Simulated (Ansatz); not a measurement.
For K (Im-3m), PBEsol, DFPT electron-phonon coupling, linearised Boltzmann equation in Ansatz (a program for electronic structure) gives a transport coupling λ_tr = 0.090 and a Drude plasma energy ħω_p = 4.23 eV.

### Question
Estimate the resistivity at 250 K from the high-temperature formula ρ = 2π λ_tr k_B T / (ħ ε₀ ω_p²), and say how the full Boltzmann solution compares.

### Answer
The scattering rate is 1/τ = 2π λ_tr k_B T/ħ = 1.85e13 s⁻¹ and ω_p = 6.43e15 s⁻¹, so ρ ≈ 5.06 μΩ·cm. The Boltzmann solution gives 4.94 μΩ·cm, 0.98 times the estimate.

A metal at this level (no band gap). Only scattering by harmonic phonons is included (no impurities, grain boundaries, electron-electron scattering or thermal expansion). Spin-orbit coupling is left out. Halving the electron mesh (24x24x24) moves the resistivity by up to 4 % at 250 K, the coupling by up to 5 %. Smearing 0.20 eV; phonons on a 4x4x4 q mesh, which this run doesn't test.
